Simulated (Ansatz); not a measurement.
# TiCo$_{3}$ (space group P6_3/mmc, No. 194; ferromagnetic; a cell from a computed database, its experimental status unchecked)

```xyz
8
Lattice="5.0436 0.0000 0.0000 -2.5218 4.3679 0.0000 0.0000 0.0000 4.0787" Properties=species:S:1:pos:R:3 pbc="T T T"
Ti     0.0000     2.9119     1.0197
Ti     2.5218     1.4560     3.0590
Co     3.8179     0.7077     1.0197
Co    -1.2961     3.6602     3.0590
Co     1.2961     3.6602     3.0590
Co     1.2257     0.7077     1.0197
Co     2.5218     2.9525     1.0197
Co     0.0000     1.4153     3.0590
```

Method: DFT with PBEsol, PAW potentials and a 420 eV plane-wave cutoff in Ansatz (a first-principles code), scalar-relativistic without spin-orbit coupling. Γ-centred 11×11×12 mesh, Fermi–Dirac width 0.05 eV.

```json
{
 "volume_per_atom": "11.23 Å³",
 "density": "8.30 g/cm³",
 "band_gap": "zero",
 "magnetic_state": "ferromagnetic",
 "total_energy": "-4438.468 eV/atom (σ→0; compares only within this code and set-up)"
}
```

Other magnetic orders, which the real material may have, were not ruled out. Stability against distortions was not tested.
